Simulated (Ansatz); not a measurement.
System: SrLaAlO4 (I4mm, No. 107, 7 atoms in the cell; start mp-1218184). Method: r²SCAN0 in Ansatz (PAW).

Numerical settings: plane-wave cutoff 520 eV, 8×8×8 k mesh, Fermi–Dirac smearing 0.01 eV, scalar-relativistic PAW data made under PBE.

Cell (relaxed with PBEsol):

```
AlLaSrO4
1.0
   -1.87655     1.87655     6.20625
    1.87655    -1.87655     6.20625
    1.87655     1.87655    -6.20625
Sr La Al O
1 1 1 4
Direct
  0.64220   0.64220   0.00000
  0.35821   0.35821   0.00000
  0.00505   0.00505   0.00000
  0.83883   0.83883   0.00000
  0.16392   0.16392   0.00000
  0.99590   0.49590   0.50000
  0.49590   0.99590   0.50000
```

Q: What does this level give for the band gap, smallest direct gap on the k points sampled and Γ–Γ gap?

A: 
* **band gap**: 5.63 eV (on the SCF k mesh)
* **smallest direct gap on the k points sampled**: 5.86 eV
* **Γ–Γ gap**: 6.48 eV

Note: cell and atoms aren't relaxed at this level (largest force component 0.23 eV/Å, pressure -0.2 GPa).

Spin–orbit coupling is not included.

The computed numbers hold no vibrational or temperature effects.

Cost on a shared machine: very roughly 10 core-minutes.

A start named mp-… is a Materials Project structure, which need not be a measured phase.

Ansatz is a quantum-chemistry and plane-wave program.
